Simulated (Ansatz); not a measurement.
Nb: stress against strain

Nb (bcc, Im-3m, 17.139 Å³/atom at rest, cube axes along x, y and z) under a strain ε along a cube axis (axis z), the other axes held. LDA in Ansatz, a plane-wave DFT program (PAW, default set), 420 eV, 28×28×28 Γ-centred mesh, Fermi-Dirac smearing 0.10 eV; ions are relaxed within the symmetry of each cell. Stress is positive for a compressed cell.

Here s stands for strain and y for stress zz.

| strain (%) | stress zz (GPa) |
|---|---|
| -3.00 | ? |
| -1.50 | 4.24 |
| -1.00 | 2.80 |
| -0.50 | 1.39 |
| 0.00 | 0.00 |
| 0.50 | -1.36 |
| 1.00 | -2.69 |
| 1.50 | -3.99 |

The 7 complete rows are fitted with a straight line, y against s. Means: s 0, y 0.056. About the means, the sum of products is -19.210 and the sum of squares of s is 7.0000; the slope is their ratio. Least squares gives y = 0.056 - 2.7443·s. Residuals (row less fit): 0.068, 0.000, -0.038, -0.056, -0.044, -0.002, 0.070; standard error 0.057 (degrees of freedom: 5). The slope gives the elastic constant C11 = 274 ± 2 GPa.

Estimate the missing y (s = -3.00); what did the run itself give?

y = 0.056 - 2.7443 × (-3.0) = 8.289 GPa. The calculation gives 8.73 GPa, 0.441 GPa above the prediction (3.5 % of the range of y in the table). The row lies outside the fitted rows, so this is an extrapolation. From the scatter of the fitted rows alone, a prediction at this place has a standard error of 0.088 GPa, so the miss is 5.0 times that.

One order more, fitted to all 13 runs of the series, follows each within 0.01, so the miss is the next term of a smooth law. In a metal these values are sensitive to mesh and smearing; energies are taken to zero smearing, stresses follow the free energy. Rows are the converged runs of the series near zero and its far end; series whose fitted rows scatter by over a few per cent of the range, as at a crossing or softening among them, aren't shown in this form. Most that stay on the fit to the last digits aren't either.
